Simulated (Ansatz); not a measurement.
# What O → Se does to SrTiO3

Consider SrTiO$_{3}$ in the cubic perovskite structure (space group Pm-3m, No. 221; a = 3.891 Å).

The change: full substitution O → Se; the structure is relaxed again.

Computed with PBEsol (Ansatz, a program for electronic structure, PAW, no spin-orbit coupling), earlier PAW set. Γ-centred 10×10×10 mesh, Fermi–Dirac width 0.05 eV, for the changed cell.

```
quantity                                  base          changed       shift
-----------------------------  ---------------  ---------------  ----------
volume per atom                       11.79 Å³         24.29 Å³  +12.507 Å³
lattice parameter a                    3.891 Å          4.952 Å    +1.061 Å
space group                    Pm-3m (No. 221)  Pm-3m (No. 221)           –
shortest interatomic distance          1.946 Å          2.476 Å   +0.5305 Å
band gap                               1.86 eV             zero           –
```

Final structure:

```xyz
5
Lattice="4.9524 0.0000 0.0000 0.0000 4.9524 0.0000 0.0000 0.0000 4.9524" Properties=species:S:1:pos:R:3 pbc="T T T"
Sr     0.0000     0.0000     0.0000
Ti     2.4762     2.4762     2.4762
Se     0.0000     2.4762     2.4762
Se     2.4762     2.4762     0.0000
Se     2.4762     0.0000     2.4762
```

Cost of the whole job for the changed cell (relaxation, final SCF and bands): about 2.1 core-minutes (a rough figure).

No phonon test of stability was made. As relaxed here, SrTiSe3 is a hypothetical phase, not in the database extracts checked. The final runs are not spin-polarised. Many cubic perovskites are stable only at high temperature; tilts and polar distortions were not tested. SrTiSe3 has a high density of states at the Fermi level and may be magnetic at this level.
